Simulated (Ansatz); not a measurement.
Consider TiC in the rock salt structure (space group Fm-3m, No. 225; a = 4.328 Å; relaxed with 0.1 eV smearing). Axes: x, y, z lie along the cube axes.

Computed with r2SCAN, PAW, 500 eV (Ansatz, a quantum-chemistry and plane-wave program; spin-orbit coupling left out).

Now apply this change: the cell is scaled by 0.9900 in all directions, atoms relaxed at fixed cell.

Q: Predict the stress tensor and what it implies for the stiffness.

A: Stress of the strained cell less that of the base (GPa, compression positive):
```
    8.4     0.0     0.0
    0.0     8.4     0.0
    0.0     0.0     8.4
```

Then B = −ΔP/(ΔV/V₀) with ΔV/V₀ = -0.0297 gives secant stiffness values (nonlinear terms included at this strain): B ≈ 283 GPa.

As a check, the harmonic strain energy −½ V₀ Δσ:ε is 8.0 meV/atom; the computed energy rise is 7.7 meV/atom.

Stability against distortions was not tested. All final runs are without spin polarisation.
